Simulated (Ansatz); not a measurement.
Take BAs in the zinc blende structure (space group F-43m, No. 216) as the base.

```
BAs
1.0
    0.00000     2.39193     2.39193
    2.39193     0.00000     2.39193
    2.39193     2.39193     0.00000
B As
1 1
Direct
  0.00000   0.00000   0.00000
  0.25000   0.25000   0.25000
```

Cartesian axes are those of the cell as printed.

The values are results of r2SCAN (Ansatz, an electronic-structure program), no spin-orbit coupling, not measurements.

Base values:

| Quantity | Value |
|---|---|
| Band gap | 1.38 eV |
| Valence-band top at Γ | 0.00, 0.00, 0.00 eV |

One thing is altered: the cell is stretched by 1.00 % along z with no lateral relaxation, atoms relaxed at fixed cell.

Predict the new band gap.

The band gap decreases by 0.07 eV (1.38 eV → 1.31 eV).

Estimate the effect on the energy relative to the base.

The energy grows by 1.2 meV/atom.

Estimate the effect on the stress.

The stress (xx, yy, zz, yz, xz, xy; compression positive) is (-0.63, -0.63, -2.86, 0.00, 0.00, 0.00) GPa.

What does the calculation give for the valence-band top at Γ after the change?

The valence-band top at Γ (three highest levels, from the VBM) goes from 0.00, 0.00, 0.00 eV to 0.00, 0.00, -0.10 eV.

The cells carry an imposed strain or load. Whether these cells are dynamically stable was not tested.
